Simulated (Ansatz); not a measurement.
Pt3InN (model structure, started from the Ni3MgC type, Pm-3m, No. 221, 5 atoms in the cell): properties by level of theory

```csv
level (code),equilibrium lattice constant a (Å),bulk modulus B0 (GPa)
LDA (Ansatz),[?],227
PBE (Ansatz),[?],182
PBEsol (Ansatz),[?],211
r²SCAN (Ansatz),[?],201
```

Problem. Some entries are withheld; supply them.

Solution. 
- LDA (Ansatz, an electronic-structure program), equilibrium lattice constant a (Å): 4.171
- PBE (Ansatz), equilibrium lattice constant a (Å): 4.261
- PBEsol (Ansatz), equilibrium lattice constant a (Å): 4.202
- r²SCAN (Ansatz), equilibrium lattice constant a (Å): 4.229

Caveats: the bulk modulus is −V dP/dV from two relaxed cells at ±2 % in volume (LDA, PBE, PBEsol, r²SCAN). Ansatz's density-functional and Hartree–Fock values are scalar-relativistic unless marked +SOC, with PAW data made under PBE.

A model structure was made by putting elements into a prototype or built by hand; it is no filed structure, need not be a known phase, and can be a saddle point held by its symmetry.
